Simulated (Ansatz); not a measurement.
Data:

```
BP
1.0
    3.24057     0.00000     0.00000
    1.62029     2.80642     0.00000
    1.62029    -0.93547     2.61457
P B
1 1
Direct
  0.49941   0.25029   0.75088
  0.00059   0.99971   0.99912
```

No spin polarisation.

Calculations: Ansatz (a program for electronic structure), r2SCAN, PAW, cutoff 500 eV, no SOC. Settings: 12×12×12 k-points, 0.05 eV Fermi–Dirac smearing.

What band gap does the calculation give?

1.37 eV.

What is the computed mean in-plane stress (compression positive)?

-4.5 GPa.

The cells carry an imposed strain or load. Whether these cells are dynamically stable was not tested. The cell was made from BP in the zinc blende structure (space group F-43m, No. 216) by this change: biaxial strain +1.02 %, plane normal [111], relaxed out of plane.
